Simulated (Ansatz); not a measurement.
Results of PBE (plane waves, PAW; Ansatz, a first-principles code) for C11b WSi2.

Run with plane-wave cutoff 520 eV, 24×24×24 k mesh, Fermi–Dirac smearing 0.05 eV, no spin polarisation, scalar-relativistic PAW data made under PBE.

Shape and atoms are relaxed at each volume.

Pressure at four volumes; x = ln(V/13.672 Å³). One pressure is withheld.

| V (Å³/atom) | x | P (GPa) |
|---|---|---|
| 13.125 | -0.0408 | 9.70 |
| 13.672 | 0.0000 | 0.00 |
| 13.945 | 0.0198 | -4.11 |
| 14.219 | 0.0392 | ? |

**Question.** Pass a parabola P(x) through the three rows shown, estimate the bulk modulus and its pressure derivative near zero pressure, and predict the withheld pressure.

**Answer.** Slopes between the rows: (0.00 − (9.70))/(0.0000 − (-0.0408)) = -237.75 and (-4.11 − (0.00))/(0.0198 − (0.0000)) = -207.58 GPa. Their difference over the span 0.0606 is c = 30.17/0.0606 = 497.9 GPa, so P(x) = 9.70 + (-237.75)(x − (-0.0408)) + 497.9 (x − (-0.0408))(x − (0.0000)). At the middle row B = −dP/dx = −[-237.75 + 497.9 × 0.0408] = 217.4 GPa, and B′ = dB/dP = 2c/B = 4.6. At x = 0.0392 the parabola gives -7.76 GPa; the run gives -7.80 GPa. The Birch–Murnaghan fit to the energies at all volumes has B0 = 217 GPa and B′ = 4.4.

Note: the bulk modulus comes from volumes at which shape and atoms were relaxed.

Spin–orbit coupling is not included.
